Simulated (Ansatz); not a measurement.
The parent structure is InSb in the zinc blende structure (space group F-43m, No. 216; a = 6.635 Å). Axes: x, y, z lie along the cube axes.

Level of theory: PBE (Ansatz, an electronic-structure program, PAW, no SOC).

Now apply this change: an isotropic linear strain of +2.50 %, atoms relaxed at fixed cell.

### Question
Predict the stress tensor and what it implies for the stiffness.

### Answer
Stress of the strained cell less that of the base (GPa, compression positive):
```
   -2.3     0.0     0.0
    0.0    -2.3     0.0
    0.0     0.0    -2.3
```

Then B = −ΔP/(ΔV/V₀) with ΔV/V₀ = 0.0769 gives secant stiffness values (nonlinear terms included at this strain): B ≈ 29 GPa.

As a check, the harmonic strain energy −½ V₀ Δσ:ε is 19 meV/atom; the computed energy rise is 21 meV/atom.

Stability against distortions was not tested. The final runs are not spin-polarised.
